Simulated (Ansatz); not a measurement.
Subject: the energy of the reaction as written. Reaction: 3/8 cell B + 5/8 cell C → cell A. A negative value means that the right-hand side lies lower.

Cell A: a slab of Al (fcc, Fm-3m) cut along (111), 30 atoms, hexagonal cell of 5.71 Å (28.3 Å²), symmetry P-3m1 within 0.02 Å, 14.2 Å thick under 18 Å of vacuum, in-plane vectors held at the crystal's; planes from bottom to top: Al4C | Al4 × 5 | Al4C; added, foreign or displaced atoms, within the planes: two times C bound to 4 Al at 1.87–2.07 Å; spin state with PBE: run without spin, k-point mesh 9×9×1.
```
CELL_PARAMETERS angstrom
      5.71423     0.00000     0.00000
      2.85711     4.94866     0.00000
      0.00000     0.00000    31.90889
ATOMIC_POSITIONS crystal
  Al 0.00000 0.00000 0.28184
  Al 0.16797 0.16797 0.35523
  Al 0.83313 0.33375 0.42690
  Al 0.00000 0.00000 0.50000
  Al 0.16687 0.16687 0.57310
  Al 0.83203 0.33594 0.64477
  Al 0.00000 0.00000 0.71816
  Al 0.04260 0.47870 0.27734
  Al 0.16797 0.66406 0.35523
  Al 0.83313 0.83313 0.42690
  Al 0.00000 0.50000 0.50000
  Al 0.16687 0.66625 0.57310
  Al 0.83203 0.83203 0.64477
  Al 0.95740 0.52130 0.72266
  Al 0.47870 0.04260 0.27734
  Al 0.66406 0.16797 0.35523
  Al 0.33333 0.33333 0.42743
  Al 0.50000 0.00000 0.50000
  Al 0.66625 0.16687 0.57310
  Al 0.33333 0.33333 0.65191
  Al 0.52130 0.95740 0.72266
  Al 0.47870 0.47870 0.27734
  Al 0.66667 0.66667 0.34809
  Al 0.33375 0.83313 0.42690
  Al 0.50000 0.50000 0.50000
  Al 0.66667 0.66667 0.57257
  Al 0.33594 0.83203 0.64477
  Al 0.52130 0.52130 0.72266
  C  0.33333 0.33333 0.71676
  C  0.66667 0.66667 0.28324
```

Cell B: a slab of Al (fcc, Fm-3m) cut along (111), 65 atoms, hexagonal cell of 8.57 Å (63.6 Å²), symmetry C2/m within 0.02 Å, 14.2 Å thick under 18 Å of vacuum, in-plane vectors held at the crystal's; planes from bottom to top: Al9C | Al9 × 5 | Al9C; added, foreign or displaced atoms, within the planes: two times C bound to 4 Al at 1.92–2.09 Å; spin state with PBE: run without spin, k-point mesh 5×5×1.
```
Al63C2
1.0
    8.57134     0.00000     0.00000
    4.28567     7.42300     0.00000
    0.00000     0.00000    31.90889
Al C
63 2
Direct
  0.00189   0.00189   0.28165
  0.10904   0.10904   0.35526
  0.88776   0.22090   0.42704
  0.00000   0.00000   0.50000
  0.11410   0.11410   0.57402
  0.89090   0.22549   0.64619
  0.99811   0.99811   0.71835
  0.00232   0.32135   0.28168
  0.10947   0.44257   0.35387
  0.88602   0.55860   0.42564
  0.99880   0.33502   0.49961
  0.11398   0.44140   0.57436
  0.89053   0.55743   0.64613
  0.96668   0.35565   0.72269
  0.03332   0.64435   0.27731
  0.10910   0.77451   0.35381
  0.88590   0.88590   0.42598
  0.00120   0.66498   0.50039
  0.11224   0.77910   0.57296
  0.89096   0.89096   0.64474
  0.99768   0.67865   0.71832
  0.32135   0.00232   0.28168
  0.44257   0.10947   0.35387
  0.22115   0.22115   0.42702
  0.33502   0.99880   0.49961
  0.44140   0.11398   0.57436
  0.22471   0.22471   0.65488
  0.35565   0.96668   0.72269
  0.32828   0.32828   0.27903
  0.44196   0.44196   0.35281
  0.22113   0.55434   0.42650
  0.33300   0.33300   0.50003
  0.44629   0.44629   0.57348
  0.22433   0.55837   0.64578
  0.35497   0.35497   0.72157
  0.32707   0.66880   0.27952
  0.44163   0.77567   0.35422
  0.22090   0.88776   0.42704
  0.33314   0.66686   0.50000
  0.44566   0.77887   0.57350
  0.22549   0.89090   0.64619
  0.33120   0.67293   0.72048
  0.64435   0.03332   0.27731
  0.77451   0.10910   0.35381
  0.55434   0.22113   0.42650
  0.66498   0.00120   0.50039
  0.77910   0.11224   0.57296
  0.55837   0.22433   0.64578
  0.67865   0.99768   0.71832
  0.66880   0.32707   0.27952
  0.77567   0.44163   0.35422
  0.55371   0.55371   0.42652
  0.66686   0.33314   0.50000
  0.77887   0.44566   0.57350
  0.55804   0.55804   0.64719
  0.67293   0.33120   0.72048
  0.64503   0.64503   0.27843
  0.77529   0.77529   0.34512
  0.55860   0.88602   0.42564
  0.66700   0.66700   0.49997
  0.77885   0.77885   0.57298
  0.55743   0.89053   0.64613
  0.67172   0.67172   0.72097
  0.22552   0.22552   0.72029
  0.77448   0.77448   0.27971
```

Cell C: a slab of Al (fcc, Fm-3m) cut along (111), 9 atoms, hexagonal cell of 2.86 Å (7.1 Å²), symmetry P-3m1 within 0.02 Å, 16.2 Å thick under 16 Å of vacuum, in-plane vectors held at the crystal's; planes from bottom to top: C | Al × 7 | C; added, foreign or displaced atoms, above the top plane and below the bottom plane: two times C bound to 3 Al at 1.94 Å; spin state with PBE: run without spin, k-point mesh 18×18×1.
```
Al7C2
1.0
    2.85711     0.00000     0.00000
    1.42856     2.47433     0.00000
    0.00000     0.00000    31.90889
Al C
7 2
Cartesian
  0.00000   0.00000   8.87208
  1.42856   0.82478  11.27783
  2.85711   1.64955  13.62579
  0.00000   0.00000  15.95444
  1.42856   0.82478  18.28309
  2.85711   1.64955  20.63105
  0.00000   0.00000  23.03680
  2.85711   1.64955  24.05703
  1.42856   0.82478   7.85186
```

Plane-wave PAW calculations with Ansatz (an electronic-structure program), its PAW set soft_1, cutoff 420 eV, 500 eV for r2SCAN. The structures are at rest with PBE, within the held lattices; other levels are single points on them. Neutral cells; Fermi-Dirac smearing of at most 0.10 eV in the solids, energies taken to zero width. The lattices are those relaxed with PBE, so at other levels the solids can be strained, which adds to the spread. Larger cells are relaxed from a start prepared with the learned potential CHGNet, on a coarser mesh till forces fall under 0.03 eV/Å, which some starts already meet. A dispersion term (D3(BJ), or D4 for r2SCAN) was computed beside these levels and is taken off wherever the name lacks it. Space groups of crystals are read within 0.01 Å. Nuclei at rest; no vibrational terms. The structures are the rest points that the relaxations reached, not proven lowest. Values are for these cell sizes. The cells' k-point meshes differ in density, so the last digit is unsettled. Cell A has symmetry P-3m1 within 0.02 Å and got no random move, so less symmetric positions, which may lie lower, weren't tried. Cell B has symmetry C2/m within 0.02 Å and got no random move, so less symmetric positions, which may lie lower, weren't tried. Cell C has symmetry P-3m1 within 0.02 Å and got no random move, so less symmetric positions, which may lie lower, weren't tried.

Question: Give the value at the level r2SCAN.

Answer: -2.81 eV, for 3/8 cell B + 5/8 cell C → cell A.

Question: What do the other levels give, and how wide is the spread?

Answer: 
```json
[
 {"Functional": "PBE", "value (eV)": "-2.48", "less r2SCAN": "0.33"}
]
```

The levels shown span 0.33 eV, from r2SCAN (-2.81) to PBE (-2.48).
